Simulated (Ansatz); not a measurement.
The starting structures come from a database of crystals and need not be the phases stable at ambient conditions.

 Where the default PAW files enter, the runs use the earlier of Ansatz's two default sets.

Crystal: Li2PdF6 (P4_2/mnm, not sure to be the ambient phase, 18 atoms a cell, 10.5 Å³ an atom); planes in its conventional cell.

All values below come from r2SCAN (plane waves, PAW; Ansatz, a first-principles code).

The gap is the functional's own. No spin-orbit coupling. Mid-gap values are interpolated on the energy grid.

| plane | area of the cell (Å²) | mid-gap κ (1/Å) | largest κ in the gap (1/Å) |
|---|---|---|---|
| (001) | 21.1 | 0.56 | 0.56 |
| (100) | 41.2 | [?] | [?] |

Problem. The slowest decay depends on the direction. Supply the withheld values.

Solution. 
- (100), mid-gap κ (1/Å): 0.45
- (100), largest κ in the gap (1/Å): 0.49
